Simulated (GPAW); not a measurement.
GPAW run on LiMnN₂ (I-42d, 8 atoms in the cell): self-consistent single point.

Level of theory: PBEsol, GPAW PAW datasets PBEsol (made by gpaw-setup) (plane waves; GPAW).

The change in words: lattice scaled by 0.98. Reference geometry:
```
CELL_PARAMETERS angstrom
     -2.28069     2.28069     4.19606
      2.28069    -2.28069     4.19606
      2.28069     2.28069    -4.19606
ATOMIC_POSITIONS crystal
  Li 0.25000 0.75000 0.50000
  Li 0.50000 0.50000 0.00000
  Mn 0.75000 0.25000 0.50000
  Mn 0.00000 0.00000 0.00000
  N  0.37500 0.94348 0.06848
  N  0.05652 0.12500 0.43152
  N  0.87500 0.30652 0.93152
  N  0.69348 0.62500 0.56848
```
Moments meant for the start (each program seeds them in its own way; μB, in the order of the atoms Li Li Mn Mn N N N N): 0.0 0.0 4.0 4.0 0.0 0.0 0.0 0.0.

Reference input (self-consistent single point, DFT PBEsol, plane waves, GPAW PAW datasets PBEsol (made by gpaw-setup)): spinpol = true; mode = pw; ecut = 900 eV; xc = PBEsol; kpts = 5 5 5; mesh shift (steps) = 0 0 0; occupations.name = methfessel-paxton; occupations.width = 0.2 eV; occupations.order = 0; nbands = -16; convergence.density = 1e-05 e/electron; convergence.energy = 1e-05 eV/electron. This run's input differs from it in these lines:

```diff
@@ -5,5 +5,5 @@
 atoms = Atoms(['Li', 'Li', 'Mn', 'Mn', 'N', 'N', 'N', 'N'],
-              cell=[[-2.280690, 2.280690, 4.196060],
-                    [2.280690, -2.280690, 4.196060],
-                    [2.280690, 2.280690, -4.196060]],
+              cell=[[-2.235076, 2.235076, 4.112139],
+                    [2.235076, -2.235076, 4.112139],
+                    [2.235076, 2.235076, -4.112139]],
               scaled_positions=[[0.250000, 0.750000, 0.500000],
```

Log, with long lists cut:

```
     iter     time        total  log10-change:  magmom
                         energy   eigst   dens
iter:   1 --:--:--   -67.423803                   +8.0222
iter:   2 --:--:--   -65.374506   -1.13  -0.91    +5.2067
iter:   3 --:--:--   -63.178551   -1.10  -1.00    +4.0446
iter:   4 --:--:--   -63.116837   -1.66  -1.32    +4.4450
iter:   5 --:--:--   -65.082243   -1.41  -1.19    +4.5680
   [... 11 lines left out ...]
iter:  17 --:--:--   -62.493510   -4.51  -2.41    +0.6884
iter:  18 --:--:--   -62.491240   -3.92  -2.51    +0.7024
iter:  19 --:--:--   -62.489175   -4.73  -2.76    +0.6941
   [... lines left out ...]
iter:  41 --:--:--   -62.489179c  -6.91  -4.57    +0.8068
iter:  42 --:--:--   -62.489179c  -8.41c -4.59    +0.8070
iter:  43 --:--:--   -62.489174c  -8.01c -4.53    +0.8069
iter:  44 --:--:--   -62.489177c  -8.53c -4.38    +0.8070
iter:  45 --:--:--   -62.489176c  -9.22c -4.46    +0.8071
iter:  46 --:--:--   -62.489181c  -8.02c -4.46    +0.8071
iter:  47 --:--:--   -62.489181c  -8.91c -4.73    +0.8071
iter:  48 --:--:--   -62.489183c  -8.72c -4.81    +0.8070
iter:  49 --:--:--   -62.489185c  -9.82c -4.92    +0.8073
iter:  50 --:--:--   -62.489182c  -8.75c -4.96    +0.8066
iter:  51 --:--:--   -62.489180c  -9.62c -5.22c   +0.8063
Converged after 51 iterations.

Dipole moment: (2.106528, -2.106528, 0.000000) |e|*Ang

Total magnetic moment: (0.000000, 0.000000, 0.806272)
Local magnetic moments:
   0 Li ( 0.000000,  0.000000,  0.003167)
   1 Li ( 0.000000,  0.000000,  0.003167)
   2 Mn ( 0.000000,  0.000000,  0.381170)
   3 Mn ( 0.000000,  0.000000,  0.381170)
   4 N  ( 0.000000,  0.000000, -0.000267)
   5 N  ( 0.000000,  0.000000, -0.000267)
   6 N  ( 0.000000,  0.000000, -0.000267)
   7 N  ( 0.000000,  0.000000, -0.000267)

Energy contributions relative to reference atoms: (reference = -69272.577463)

Kinetic:        +43.798449
Potential:      -49.143844
External:        +0.000000
XC:             -57.795901
Entropy (-ST):   -0.092672
Local:           +0.698453
SIC:             +0.000000
--------------------------
Free energy:    -62.535516
   [... lines left out ...]
Fermi level: 5.28640
No gap
   [... lines left out ...]
  2 Mn    0.00000    0.00000    0.00000
  3 Mn    0.00000    0.00000    0.00000
  4 N    -0.29446   -0.00000   -0.00000
  5 N     0.00000    0.29446    0.00000
  6 N     0.29446    0.00000   -0.00000
  7 N     0.00000   -0.29446    0.00000

Stress tensor:
    -0.023594     0.000000     0.000000
     0.000000    -0.023594     0.000000
     0.000000     0.000000    -0.027579
Stress (GPa, Voigt): [-3.7802 -3.7802 -4.4187  0.      0.      0.    ]
```

The run converged in 51 iterations. GPAW prints stress with tension positive. Against the reference run the free energy falls by 3.8 meV/atom, the largest force goes from 0.390 to 0.294 eV/Å and the size of the net moment goes from 0.17 to 0.10 μB/atom.

At such cutoffs GPAW's stress carries a finite-basis (Pulay) error, which enters relaxed cells too; its log prints stress with tension positive.

The starting cell comes from a database of computed structures (which also holds hypothetical and non-ambient phases and stackings), without a prior relaxation at this level. For this run, on top of that: lattice scaled by 0.98. The moments shrank to a small part of their start, a low-spin state that need not be the lowest.

Cost on one core of a shared machine: roughly 6 min.
